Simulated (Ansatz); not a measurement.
Input:

```
InPd
1.0
    3.24887     0.00000     0.00000
    0.00000     3.24887     0.00000
    0.00000     0.00000     3.24848
In Pd
1 1
Cartesian
  1.62443   1.62443   1.62424
  0.00000   0.00000   0.00000
```

Calculation: PBEsol, DFPT electron-phonon coupling, linearised Boltzmann equation (plane waves, PAW, scalar-relativistic; Ansatz, an electronic-structure program). Cell: relaxed with this functional, without spin-orbit coupling.

**Question.** Predict the intrinsic resistivity at 300 K.

**Answer.** 13.0 μΩ·cm.

**Question.** And the electrons' mean free path at that temperature?

**Answer.** 7.7 nm, weighted by the current that each state carries. Wires not much wider than this gain resistivity from their walls.

A metal at this level (no band gap). Only scattering by harmonic phonons is included (no impurities, grain boundaries, electron-electron scattering or thermal expansion). Spin-orbit coupling is left out. The run warned that the eigensolver left some states short of its tolerance. Halving the electron mesh (28x28x28) moves the resistivity by up to 6 % at 300 K, the mean free path by up to 4 %. Smearing 0.20 eV; phonons on a 4x4x4 q mesh, which this run doesn't test.

Computed structure with no diffraction record at hand here (it may be known, metastable or hypothetical): PdIn (Pm-3m).
